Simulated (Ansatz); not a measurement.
The reference is Mg in the hcp (Mg type) structure (space group P6_3/mmc, No. 194; a = 3.175 Å, c = 5.185 Å).

Method: r2SCAN, PAW, 500 eV (Ansatz, an electronic-structure program; spin-orbit coupling left out), earlier PAW set.

For the base:

| Quantity | Value |
|---|---|
| Volume per atom | 22.63 Å³ |

Perturbation: Y takes the place of Mg on all its sites; the structure is relaxed again.

Problem. What happens to the volume per atom?

Solution. The volume per atom grows by 10.838 Å³, from 22.63 Å³ to 33.46 Å³.

Stability against distortions was not tested. The final runs are not spin-polarised.
